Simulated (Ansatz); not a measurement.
Take Ti in the hcp (Mg type) structure (space group P6_3/mmc, No. 194; a = 2.8644 Å, c = 4.5373 Å; relaxed with 0.1 eV smearing) as the base. Axes: x lies along a and z along c of the hexagonal cell.

All numbers come from LDA/PAW in Ansatz (an electronic-structure program), no spin-orbit coupling.

It is then changed as follows: compressive biaxial strain of 3.00 % in the plane normal to [001], as in epitaxy on a mismatched substrate; the out-of-plane cell vector and the atoms relax.

Question: What happens to the ratio −ε⊥/ε∥?

Answer: The ratio −ε⊥/ε∥ amounts to 1.00.

Whether these cells are dynamically stable was not tested. All final runs are without spin polarisation.
